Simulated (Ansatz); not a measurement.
The parent structure is Ti in the hcp (Mg type) structure (space group P6_3/mmc, No. 194; a = 2.902 Å, c = 4.593 Å; relaxed with 0.1 eV smearing). Axes: x lies along a and z along c of the hexagonal cell.

Level of theory: PBEsol in Ansatz (plane waves to 420 eV, PAW, scalar-relativistic without spin-orbit coupling).

Base values:

| Quantity | Result |
|---|---|
| Shortest interatomic distance | 2.843 Å |

One thing is altered: tensile biaxial strain of 2.00 % in the plane normal to [001], as in epitaxy on a mismatched substrate; the out-of-plane cell vector and the atoms relax.

Q: What happens to the out-of-plane strain?

A: The out-of-plane strain amounts to -1.63 %.

Q: What happens to the shortest interatomic distance?

A: The shortest interatomic distance shrinks by 0.010 Å (2.843 Å → 2.833 Å).

Q: How does this affect the in-plane stress?

A: The mean in-plane stress (compression positive) amounts to -3.8 GPa.

Whether these cells are dynamically stable was not tested. The final runs are not spin-polarised.

Ansatz is a program for electronic structure.
